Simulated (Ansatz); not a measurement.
Levels about the gap of amorphous Si₂₀P₂O₄₅ (67 atoms in a cell of 1035 Å³, 2.15 g/cm³; zone centre alone, so wide bands show as single levels with stretches between that a denser mesh fills), at the geometry that PBE relaxed, where it gives -0.1 GPa on a denser mesh. Exact exchange is cut at the faces of this small cell, which leaves a finite-size error. The participation number counts the atoms over which a state spreads; weights are charges in smoothed Voronoi cells. The levels come from a single point, so bond lengths are those of that geometry. Method of the levels: HSE06, scalar-relativistic without spin-orbit coupling (Ansatz, an electronic-structure program). Sampling: the zone centre alone; Fermi-Dirac width 0.01 eV; collinear spin, started from moments on atoms (the moments died out). At PBE the levels at the filled edge of the gap are localised (band-tail or defect states), and the nearest spread-out levels lie 5.2 eV apart at the zone centre.

It comes from a melt-quench run on a machine-learned potential (CHGNet), relaxed afterwards by DFT. O atoms were pushed apart under 1.9 Å during the dynamics, to hinder bonds among them. The hot cell started wider than the set density and was brought back towards it in steps. It is the lowest in DFT energy of 2 quenches. It is a model cell: composition and starting density were chosen by hand, and all elements were melted together. No dispersion term was used. Its density started from a set value of 2.15 and ended at 2.15 g/cm³. The quench (nominally 140 K/ps over its main leg) was far faster than any real one, so the model tends to hold more defects than a real film. A cell of this size samples the disorder only roughly. The volume was held where the preparation left it, at a PBE pressure of -0.1 GPa (tension). Stress components on the final sampling reach 3.7 GPa.

```csv
"E - E(highest filled), eV",filling,spin,participation number,largest on,weight O,weight Si,weight P
-0.60,filled,dn,9.6,"O, 1 neighbours",0.96,0.03,0.02
-0.50,filled,up,6.1,"O, 2 neighbours",0.96,0.04,0.00
-0.50,filled,dn,6.1,"O, 2 neighbours",0.96,0.04,0.00
-0.41,filled,dn,6.0,"O, 2 neighbours",0.95,0.05,0.00
-0.41,filled,up,6.0,"O, 2 neighbours",0.95,0.05,0.00
0.00,filled,up,5.0,"O, 2 neighbours",0.95,0.05,0.00
0.00,filled,dn,5.0,"O, 2 neighbours",0.95,0.05,0.00
6.25,empty,dn,56.7,"O, 2 neighbours",0.74,0.22,0.04
6.25,empty,up,56.7,"O, 2 neighbours",0.74,0.22,0.04
7.65,empty,dn,29.5,"P, 4 neighbours",0.57,0.31,0.12
7.65,empty,up,29.5,"P, 4 neighbours",0.57,0.31,0.12
7.91,empty,dn,35.2,"O, 2 neighbours",0.65,0.27,0.08
7.91,empty,up,35.2,"O, 2 neighbours",0.65,0.27,0.08
8.08,empty,dn,45.9,"P, 4 neighbours",0.67,0.25,0.08
```

Most localised among these is the filled level at +0.00 eV, on a O atom, which has 2 neighbours (Si 1.62 Å, Si 1.75 Å).
